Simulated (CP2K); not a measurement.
A self-consistent single point of Si (Fd-3m, 2 atoms in the cell) with CP2K.

Method of the run: CP2K with PBE, GPW, DZVP-MOLOPT-SR-GTH basis, GTH-PBE potentials (GTH_POTENTIALS).

The change in words: lattice scaled by 0.98. Reference geometry:
```
Si
1.0
    3.85467     0.00000     0.00000
    1.92733     3.33824     0.00000
    1.92733     1.11275     3.14732
Si
2
Direct
  0.25000   0.25000   0.25000
  0.00000   0.00000   0.00000
```

Reference input (self-consistent single point, DFT PBE, GPW, DZVP-MOLOPT-SR-GTH basis, GTH-PBE potentials (GTH_POTENTIALS)): CUTOFF = 400 Ry; REL_CUTOFF = 50 Ry; SMEAR/METHOD = FERMI_DIRAC; ELECTRONIC_TEMPERATURE = 232.09 K; KPOINTS/SCHEME = MONKHORST-PACK 8 8 8; GAMMA_CENTERED = T; XC_FUNCTIONAL = PBE; Si/BASIS_SET = DZVP-MOLOPT-SR-GTH; Si/POTENTIAL = GTH-PBE-q4; METHOD = GPW; EPS_DEFAULT = 1e-10; NGRIDS = 4. This run's input differs from it in these lines:

```diff
@@ -64,4 +64,4 @@
     &CELL
-      ABC 3.85466700 3.85466628 3.85466625
-      ALPHA_BETA_GAMMA 60.00000633 60.00000217 60.00000238
+      ABC 3.77757400 3.77757396 3.77757388
+      ALPHA_BETA_GAMMA 59.99999404 59.99999898 59.99999963
       PERIODIC XYZ
```

The program printed (abridged):

```
 SCF WAVEFUNCTION OPTIMIZATION

  Step     Update method      Time    Convergence         Total energy    Change
     1 NoMix/Diag. 0.30E+00      -     1.08641761        -7.9851069974 -7.99E+00
     2 Broy./Diag. 0.30E+00      -     0.00549566        -7.8857769396  9.93E-02
     3 Broy./Diag. 0.30E+00      -     0.02733246        -7.7832174652  1.03E-01
     4 Broy./Diag. 0.30E+00      -     0.00211262        -7.8305313138 -4.73E-02
     5 Broy./Diag. 0.30E+00      -     0.00399616        -7.8531533093 -2.26E-02
     6 Broy./Diag. 0.30E+00      -     0.00131888        -7.8655568973 -1.24E-02
   [... 4 lines left out ...]
    11 Broy./Diag. 0.30E+00      -     0.00000056        -7.8709125344 -1.20E-05
    12 Broy./Diag. 0.30E+00      -     0.00000022        -7.8709131737 -6.39E-07
    13 Broy./Diag. 0.30E+00      -     0.00000013        -7.8709128132  3.61E-07
    14 Broy./Diag. 0.30E+00      -     1.7354E-09        -7.8709126430  1.70E-07
  *** SCF run converged in    14 steps ***

  Overlap energy of the core charge distribution:               0.00000000003129
  Self energy of the core charge distribution:                -20.51598485628205
  Core Hamiltonian energy:                                      4.40119918961274
  Hartree energy:                                              10.67933631945969
  Exchange-correlation energy:                                 -2.43546329567486
  Electronic entropic energy:                                  -0.00000000014840
  Fermi energy:                                                 0.21990474291571

  Total energy:                                                -7.87091264300159
  Total energy (extrapolated to T->0):                         -7.87091264292739

                     Mulliken Population Analysis

   [... lines left out ...]

 STRESS| Analytical stress tensor [bar]
 STRESS|                        x                   y                   z
 STRESS|      x        6.94750270318E+04   2.99340954032E-02   2.16265492533E-02
 STRESS|      y        2.99340954032E-02   6.94764837458E+04   6.16758083888E-01
 STRESS|      z        2.16265492533E-02   6.16758083888E-01   6.94754267135E+04
 STRESS| 1/3 Trace                                             6.94756458304E+04
```

The run converged in 14 iterations. Against the reference run the free energy goes up by 26.9 meV/atom, the pressure goes from 0.61 to 6.95 GPa and the gap on the mesh goes from 0.693 to 0.591 eV.

The starting cell comes from a database of computed structures (which also holds hypothetical and non-ambient phases and stackings), without a prior relaxation at this level. Its lattice was rescaled by a random factor within 2.5 % of one. For this run, on top of that: lattice scaled by 0.98. Values carry the incompleteness of an atom-centred basis. With a pressure of about 7 GPa the cell is away from its equilibrium volume at this level.
